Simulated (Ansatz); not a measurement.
The starting structures come from a database of crystals and need not be the phases stable at ambient conditions.

The decay constant κ of evanescent states in the gap governs leakage through a thin film.

Here is the system:

```yaml
crystal:
  lattice:
    - [3.94262, 0.00000, 0.00000]
    - [0.00000, 7.69970, 0.00000]
    - [0.00000, 3.84985, 3.84985]
  atoms:
    - { symbol: Li, position: [0.50000, 0.50000, 0.50000] }
    - { symbol: Li, position: [0.50000, 0.00000, 0.50000] }
    - { symbol: Ta, position: [0.00000, 0.00000, 0.00000] }
    - { symbol: Ta, position: [0.00000, 0.50000, 0.00000] }
    - { symbol: O, position: [0.50000, 0.00000, 0.00000] }
    - { symbol: O, position: [0.50000, 0.50000, 0.00000] }
    - { symbol: O, position: [0.00000, 0.31613, 0.86774] }
    - { symbol: O, position: [0.00000, 0.68387, 0.13226] }
    - { symbol: O, position: [0.00000, 0.18387, 0.50000] }
    - { symbol: O, position: [0.00000, 0.81613, 0.50000] }
```

Space group of this cell: P4/mbm. The cell is taken as given; by PBEsol its mean pressure is -5.0 GPa.

Transport runs along the normal of the first two printed cell vectors, the (110) plane of the conventional cell.

No gap correction and no spin-orbit coupling; mid-gap values are interpolated between computed energies.

Problem. State the band gap and the smallest decay constant κ at mid-gap according to PBEsol run with Ansatz (a quantum-chemistry and plane-wave program).

Solution. Gap 2.35 eV on a 8×8×8 mesh; κ = 0.260 1/Å, at the zone centre.
